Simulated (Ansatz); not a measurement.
The starting structures come from a database of crystals and need not be the phases stable at ambient conditions.

 Where the default PAW files enter, the runs use the earlier of Ansatz's two default sets.

Inside the gap of an insulator the Bloch states are evanescent, with a wavenumber k + iκ along the transport direction.

Given:

```
CELL_PARAMETERS angstrom
      4.84115     0.00000     0.00000
      0.99432     6.33460     0.00000
      0.00000     0.00000     3.94726
ATOMIC_POSITIONS crystal
  Rb 0.79601 0.30141 0.25000
  Rb 0.20399 0.69859 0.75000
  H  0.66363 0.86950 0.45029
  H  0.33637 0.13050 0.54971
  H  0.33637 0.13050 0.95029
  H  0.66363 0.86950 0.04971
  N  0.71033 0.76810 0.25000
  N  0.28967 0.23190 0.75000
```

Space group of this cell: P2_1/m. The cell is taken as given.

Transport runs along the normal of the first two printed cell vectors.

The gap is the functional's own. No spin-orbit coupling. Mid-gap values are interpolated on the energy grid.

**Question.** Estimate the band gap and the smallest decay constant κ at mid-gap that Ansatz (a first-principles code) with r2SCAN returns for this system.

**Answer.** Gap 2.57 eV on a 6×6×8 mesh; κ = 0.369 1/Å, at the zone centre.
